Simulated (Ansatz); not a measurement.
Start from Cu2O (space group Pn-3m, No. 224; a = 4.246 Å).

Levels (all Ansatz, a program for electronic structure, PAW): r2SCAN (500 eV, no SOC); HSE06 (420 eV, spin-orbit coupling left out).

Its gap is 0.79 eV with r2SCAN and 2.03 eV with HSE06.

It is then changed as follows: cell and atoms relaxed at a pressure of 60 GPa.

With r2SCAN the gap becomes 0.35 eV.

Task: If the HSE06 correction stayed the same, what would the HSE06 gap be, and what does the HSE06 run give?

Result: A rigid correction of +1.24 eV gives 1.59 eV. The HSE06 run gives 1.25 eV, so the correction itself changes by -0.34 eV.

Single points use the geometry relaxed with r2SCAN. Load acts through the strain it causes; cell and atoms are relaxed under it. Whether these cells are dynamically stable was not tested. Competing high-pressure phases were not computed. No Hubbard U is applied. The final runs are not spin-polarised.
